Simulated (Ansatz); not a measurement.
The starting structures come from a database of crystals and need not be the phases stable at ambient conditions.

 Where the default PAW files enter, the runs use the earlier of Ansatz's two default sets.

# Evanescent states of LaTeCl (P4/nmm, not sure to be the ambient phase, 6 atoms a cell, 28.8 Å³ an atom) along the normal of (001)

Calculation: r2SCAN (plane waves, PAW; Ansatz, a program for electronic structure).

The gap is the functional's own, uncorrected, and κ follows it; spin-orbit coupling is left out. Mid-gap values are interpolated between the computed energies.

Energies count from the valence-band top; κ is the least over a 8×8 mesh across the current.

| E (eV) | κ (1/Å) | where |
|---|---|---|
| 0.04 | 0.054 | Γ |
| 0.10 | 0.092 | Γ |
| 0.17 | 0.118 | Γ |
| 0.24 | 0.137 | Γ |
| 0.32 | 0.153 | Γ |
| 0.39 | 0.167 | Γ |
| 0.46 | 0.179 | Γ |
| 0.53 | 0.190 | Γ |
| 0.59 | 0.200 | Γ |
| 0.67 | 0.209 | Γ |
| 0.73 | 0.217 | Γ |
| 0.81 | 0.199 | Γ |
| 0.88 | 0.157 | Γ |
| 0.94 | 0.095 | Γ |

**Question.** How thick must the barrier be to attenuate the transmission by 10^8 when the electrodes' Fermi level lies at 0.04 eV, and what attenuation does that film give at 0.67 eV?

**Answer.** d = 8 ln 10 / (2 × 0.054) = 170.6 Å. At 0.67 eV it gives 8 × 0.209/0.054 = 31.0 decades.
